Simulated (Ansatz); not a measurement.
# A computed series for PbS: element substitutions

Base system: PbS in the rock salt structure (space group Fm-3m, No. 225).

PbS is taken in the cubic space group Fm-3m (No. 225), the rock salt structure, Pearson symbol cF8. Lattice parameters: a = b = c = 5.903 Å, α = β = γ = 90.00°. S on 4a is coordinated by 6 Pb at 2.951 Å (octahedral). Pb on 4b is surrounded by 6 S at 2.951 Å (octahedral). (Neighbours: up to the widest gap in distance over summed covalent radii, below 1.35, at either atom; cation-cation and far metal-metal contacts left out.)
(The calculation used a cell of 2 atoms; values per cell refer to that cell.)

Each row replaces one element on all its sites; cell and atoms are relaxed.

Level of theory: PBEsol, PAW, 420 eV (Ansatz, a quantum-chemistry and plane-wave program; without spin-orbit coupling).

```tsv
case	band gap	shortest interatomic distance
base	0.19 eV	2.951 Å
S → Te	0.65 eV	3.221 Å
Pb → Hg	zero	[?]
Pb → Pt	zero	2.488 Å
```

Problem. Complete the table.

Solution. 
- Pb → Hg, shortest interatomic distance: 2.726 Å

Spin-orbit coupling, missing from the scalar runs, can matter with Pb and Te. Whether these cells are dynamically stable was not tested. As relaxed here, PtS is a hypothetical phase, not in the database extracts checked. For HgS in this form, whether it has been made was not checked. All final runs are without spin polarisation. This is not the structure that HgS has at room temperature and ambient pressure. The zero or small gap of PbS can change with the level of theory.
